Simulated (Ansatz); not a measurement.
For AlP in the zinc blende structure at 775 K, the quasi-harmonic free energy with DFT at the LDA level (Ansatz, a quantum-chemistry and plane-wave program) gives a volume expansion coefficient α_V = 14.23 × 10⁻⁶ K⁻¹, an isothermal bulk modulus B_T = 82.2 GPa, a molar volume V_m = 24.436 cm³/mol and C_V = 48.40 J/(mol K). Dynamical quadrupoles are not included in the interpolation of the phonons between the solved wave vectors.

Task: Work out the Grüneisen parameter, C_P and the adiabatic bulk modulus.

Result: γ = α_V B_T V_m / C_V = 0.59. C_P − C_V = α_V² B_T V_m T = 0.32 J/(mol K), so C_P = 48.72 J/(mol K). B_S = B_T C_P/C_V = B_T (1 + α_V γ T) = 82.8 GPa.

The PAW data sets were generated under PBE and serve the other functionals too.
